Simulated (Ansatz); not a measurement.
Base system: MgSnO$_{3}$ (space group R-3, No. 148; a cell from a computed database, its experimental status unchecked).

```
MgSnO3
1.0
    2.63934     1.52382     4.70232
   -2.63934     1.52382     4.70232
    0.00000    -3.04765     4.70232
Mg Sn O
2 2 6
Cartesian
  0.00000   0.00000   5.03386
  0.00000   0.00000   9.07310
  0.00000   0.00000   2.07794
  0.00000   0.00000  12.02902
 -1.05775  -1.54849   5.89095
  1.05775   1.54849   8.21601
 -0.81215   1.69028   5.89095
  0.81215  -1.69028   8.21601
  1.86990  -0.14179   5.89095
 -1.86990   0.14179   8.21601
```

Cartesian axes are those of the cell as printed.

Calculations: Ansatz (a program for electronic structure) PBEsol, no spin-orbit coupling.

Now apply this change: an isotropic linear strain of +2.12 %, atoms relaxed at fixed cell.

Problem. Predict the stress tensor and what it implies for the stiffness.

Solution. Stress of the strained cell less that of the base (GPa, compression positive):
```
  -9.00    0.00    0.00
   0.00   -9.00    0.00
   0.00    0.00   -7.01
```

Then B = −ΔP/(ΔV/V₀) with ΔV/V₀ = 0.0650 gives secant stiffness values (nonlinear terms included at this strain): B (at held cell shape, above the free-shape value) ≈ 128 GPa.

As a check, the harmonic strain energy −½ V₀ Δσ:ε is 19 meV/atom; the computed energy rise is 20 meV/atom.

Whether these cells are dynamically stable was not tested.
